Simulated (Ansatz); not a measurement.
## Hypothetical Pn-3m Mg2C: response to strain

The reference is Mg2C (space group Pn-3m, No. 224; a hypothetical phase, not in the database extracts checked).

```xyz
6
Lattice="4.8392 0.0000 0.0000 0.0000 4.8392 0.0000 0.0000 0.0000 4.8392" Properties=species:S:1:pos:R:3 pbc="T T T"
Mg     3.6294     3.6294     3.6294
Mg     3.6294     1.2098     1.2098
Mg     1.2098     3.6294     1.2098
Mg     1.2098     1.2098     3.6294
C      0.0000     0.0000     0.0000
C      2.4196     2.4196     2.4196
```

Cartesian axes are those of the cell as printed.

Strains are applied to the cell and any free atomic positions relax.

Calculations: PBE (Ansatz, a first-principles code), no spin-orbit coupling.

Candidates:
(a) uniaxial strain ε_zz = +1.81 %
(b) isotropic strain +3.34 %
(c) uniaxial strain ε_yy = +3.31 %

Notes on the quantities. energy relative to the base: free energy F.

Task: Order them by energy relative to the base, lowest first.

Result: (a) uniaxial strain ε_zz = +1.81 % (+1.1 meV/atom), (c) uniaxial strain ε_yy = +3.31 % (+3.6 meV/atom), (b) isotropic strain +3.34 % (+31 meV/atom)

Whether these cells are dynamically stable was not tested. The final runs are not spin-polarised.
